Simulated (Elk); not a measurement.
# What a tighter setting buys: ngridk, MgS (Fm-3m, 2 atoms in the cell)

```xyz
2
Lattice="0.0000 2.6044 2.6044 2.6044 0.0000 2.6044 2.6044 2.6044 0.0000" Properties=species:S:1:pos:R:3 pbc="T T T"
Mg     0.0000     0.0000     0.0000
S      2.6044     2.6044     2.6044
```

Method: PBEsol, all-electron FP-LAPW, Elk's shipped species files, APW+lo basis with extra local orbitals run with Elk.

Base settings: xctype = 22; rgkmax = 8; stype = 0; swidth = 0.0001 Ha; ngridk = 9 9 9; tforce = true; gmaxvr = 18 1/bohr; lmaxapw = 10; lmaxo = 8; nxlo = 2.

Misses are taken against the tightest run, 14 14 14, which need not be fully converged itself. The energy is the total energy (no entropy term) per atom.

Core times come from one kind of shared machine and are given to one figure; runs under 30 s give none.

The starting cell comes from a database of computed structures (which also holds hypothetical and non-ambient phases and stackings), without a prior relaxation at this level. Values depend on the basis (sphere radii, cutoffs, local orbitals), which need not be converged.

The runs (ngridk): 1 1 1 | 2 2 2 | 3 3 3 | 4 4 4 | 5 5 5 | 6 6 6 | 7 7 7 | 9 9 9 | 10 10 10 | 12 12 12 | 14 14 14.

Task: Which is the coarsest setting among those run that, with all tighter ones, holds the energy within 20 meV/atom of the reference, and what does it save?

Result: 5 5 5, off by 6.1 meV/atom; it ran in under 30 s, against roughly 100 s for the reference.

Task: Which is the coarsest setting among those run that, with all tighter ones, holds the energy within 2 meV/atom of the reference, and what does it save?

Result: 6 6 6, off by 1.6 meV/atom; it ran in under 30 s, against roughly 100 s for the reference.

| ngridk | energy less reference (meV/atom) | core time / reference (rough) |
|---|---|---|
| 1 1 1 | 5694.41 | – |
| 2 2 2 | 720.75 | – |
| 3 3 3 | 121.47 | – |
| 4 4 4 | 25.69 | – |
| 5 5 5 | 6.09 | – |
| 6 6 6 | 1.61 | – |
| 7 7 7 | 0.46 | – |
| 9 9 9 | 0.03 | 0.5 |
| 10 10 10 | 0.01 | 0.4 |
| 12 12 12 | 0.02 | 0.9 |
| 14 14 14 | 0.00 | 1 |
